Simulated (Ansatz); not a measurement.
## How far PBE and PBEsol part for hypothetical diamond Be

Take Be in the diamond structure (space group Fd-3m, No. 227; a = 4.897 Å; a hypothetical phase, not in the database extracts checked) as the base.

(Cell as relaxed with PBE.)

Levels (all Ansatz, an electronic-structure program, PAW): PBE (420 eV, no spin-orbit coupling); PBEsol (420 eV, no spin-orbit coupling).

Each level relaxes its own structure.

| quantity | PBE | PBEsol |
|---|---|---|
| volume per atom | 14.68 Å³ | (withheld) |
| lattice parameter a | 4.897 Å | (withheld) |
| band gap | zero | (withheld) |

Task: Predict the PBEsol column.

Result: 
- volume per atom, PBEsol: 14.47 Å³
- lattice parameter a, PBEsol: 4.874 Å
- band gap, PBEsol: zero

PBE's volume per atom lies 0.21 Å³ above PBEsol's (1.4 %); PBE's lattice parameter a lies 0.023 Å above PBEsol's (0.5 %); the two agree on the band gap. Neither level is exact; PBEsol is the comparison here, not a measurement.

Stability against distortions was not tested.
